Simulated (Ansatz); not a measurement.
An Ansatz (an electronic-structure program) run: IrO2 with a change (pressure 7.5 GPa); PBEsol (Ansatz), no spin-orbit coupling.

Input:

Ansatz 0.2 input:
```yaml
crystal:
  lattice:
    - [4.4411742768, 0, 0]
    - [0, 4.4411742768, 0]
    - [0, 0, 3.1449772784]
  atoms:
    - { symbol: Ir, position: [0, 0, 0] }
    - { symbol: Ir, position: [0.5, 0.5, 0.5] }
    - { symbol: O, position: [0.3089987087, 0.3089987087, 0] }
    - { symbol: O, position: [0.8089987087, 0.1910012913, 0.5] }
    - { symbol: O, position: [0.1910012913, 0.8089987087, 0.5] }
    - { symbol: O, position: [0.6910012913, 0.6910012913, 0] }
basis: { ecutwfc: 420, ecutrho_ratio: 4, xc_grid: 2, fft_grid_basis: typed }
kpoints: { mp_grid: { grid: [11, 11, 15] } }
hamiltonian:
  xc: pbesol
  dispersion: none
  pseudopotentials: { kind: paw }
scf: { occupations: { method: fermi_dirac, width: 0.05 } }
relax: { f_tol: 0.01, max_steps: 60, cell: { stress_tol: 0.02, p_target: 7.5 } }
output: { forces: true, stress: true }
checkpoint: { write: state.ck, write_every: 1000 }
```

Output (explanatory and most iteration lines left out):

```
Relaxation: its limit of steps is 60 (relax.max_steps)
Pseudopotential: Ir, paw, valence charge 17
Pseudopotential: O, paw, valence charge 6
Crystal: 6 atoms, lattice volume = 62.032 Å³
Basis set: ecut = 420 eV, 1243 PW (Γ), exchange–correlation on 60×60×48 points (8 copies of the dense FFT grid, shifted against one another)
Bands: 35, of which v1, the nominal top of the filled ones, is band 29 counted from 1 (28 counted from 0)
Symmetry: 16 space group operations
Space group: P42/mnm (ITA 136), of the structure as read, at distance tolerance 4.0e-5 Å
k-points: 168 of 1815
Functional: x = pbesol(κ = 0.804, μ = 0.12345679012345678), c = pbesol(β = 0.046)
SCF iter   1: F=—  HF=-25836.553425 eV  |F-HF|=—  |Δ(HF+E_count)|=         —  Δρ=1.97e-2  dr2=1.87e-1  ethr=1.77e-3  ⟨swp⟩=5.9  Hψ=22289  notcnv=0  defer=9
SCF iter   2: F=—  HF=-25836.518814 eV  |F-HF|=—  |Δ(HF+E_count)|=   3.46e-2  Δρ=1.14e-2  dr2=2.96e-2  ethr=3.22e-4  ⟨swp⟩=2.0  Hψ=11528  notcnv=0  defer=141
SCF 1 converged in 7 iterations: F = -25836.509106 eV  dr2 = 5.61e-9
relax step   1: F+E_penalty+E_count = -25836.50910556 eV  Δ(F+E_penalty+E_count) = +0.000e0 eV  max|allowed force component| = 1.325e-4 eV/Å  Δτ_max = 0.0000 Å  P = +4.998 GPa  Ω = 62.032 Å³  (7 SCF iters, dr2 threshold 1.00e-7 eV, accepted)
[... steps on the carried basis left out ...]
relax step   6: F+E_penalty+E_count = -25836.49029880 eV  Δ(F+E_penalty+E_count) = +4.879e-5 eV  max|allowed force component| = 5.204e-4 eV/Å  Δτ_max = 0.0000 Å  P = +7.497 GPa  Ω = 61.549 Å³  stress off target by 6.23e-3 GPa  SCF on the basis re-selected at this cell (its energy is not comparable with the rows above)  (5 SCF iters)
SCF converged after 5 iterations
Free energy (F): -25836.490299 eV
Internal energy: -25836.467907 eV  (E = F + TS)
E sigma→0 (E₀):  -25836.479103 eV
Entropy (-TS):   -0.022391 eV (-3.732 meV/atom)
Fermi energy:    15.265803 eV
--- Forces (eV/Å), atoms counted from 1 ---
  atom   1  Ir     0.00000000     0.00000000     0.00000000
  atom   2  Ir     0.00000000     0.00000000     0.00000000
  atom   3  O     -0.00052039    -0.00052039     0.00000000
  atom   4  O     -0.00052039     0.00052039     0.00000000
  atom   5  O      0.00052039    -0.00052039     0.00000000
  atom   6  O      0.00052039     0.00052039     0.00000000
--- Stress (GPa, compression-positive) ---
        7.493774       0.000000       0.000000
        0.000000       7.493774       0.000000
        0.000000       0.000000       7.503237
  P = ⅓ Tr σ = 7.4969 GPa (74.969 kbar)
--- Relaxed structure (4 steps of the walk, 4 accepted, 2 SCFs on fresh bases) ---
  cell:  # Å, volume = 61.5494 Å³
    - [4.426702775672465, 2.160730423031102e-34, 0.0]
    - [2.160730423031102e-34, 4.426702775672465, 0.0]
    - [0.0, 0.0, 3.1409644130471337]
  atoms:
    - { symbol: Ir, position: [-7.628909783424344e-21, -5.085939855616176e-22, 0.0] }
    - { symbol: Ir, position: [0.5, 0.5, 0.5] }
    - { symbol: O, position: [0.3091105544366027, 0.3091105544366027, 0.0] }
    - { symbol: O, position: [0.8091105544366028, 0.19088944556339732, 0.5] }
    - { symbol: O, position: [0.19088944556339732, 0.8091105544366028, 0.5] }
    - { symbol: O, position: [0.6908894455633973, 0.6908894455633973, 0.0] }
```

Load acts through the strain it causes; cell and atoms are relaxed under it. Stability against distortions was not tested. Competing high-pressure phases were not computed. No Hubbard U is applied, and correlation can decide whether such a compound is a metal. The final runs are not spin-polarised. The cell was made from IrO2 in the rutile structure (space group P4_2/mnm, No. 136) by this change: pressure 7.5 GPa.
